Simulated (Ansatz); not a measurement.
Start from ZnS in the wurtzite structure (space group P6_3mc, No. 186; a = 3.782 Å, c = 6.208 Å).

The values are results of Kohn–Sham DFT with the PBEsol functional, run in Ansatz (a quantum-chemistry and plane-wave program) with PAW and 420 eV plane waves, no spin-orbit coupling, not measurements.

Before the change:

- Valence-band top at Γ: 0.00, 0.00, -0.09 eV
- Lattice parameter a: 3.782 Å
- Electron mass: 0.16 mₑ along c, 0.18 mₑ across (at Γ)

Now apply this change: full substitution Zn → Cd, then cell and atoms are relaxed.

**Question.** Estimate the effect on the valence-band top at Γ, lattice parameter a and electron mass.

**Answer.** The valence-band top at Γ (three highest levels, from the VBM) changes from 0.00, 0.00, -0.09 eV to 0.00, 0.00, -0.05 eV; the lattice parameter a increases by 0.342 Å to 4.124 Å; the electron mass becomes 0.11 mₑ along c, 0.12 mₑ across (at Γ) (base: 0.16 mₑ along c, 0.18 mₑ across (at Γ)).

The levels and masses belong to the bands next to the band gap. Masses are band curvatures over ±0.01 Å⁻¹ around the edge. Whether these cells are dynamically stable was not tested.
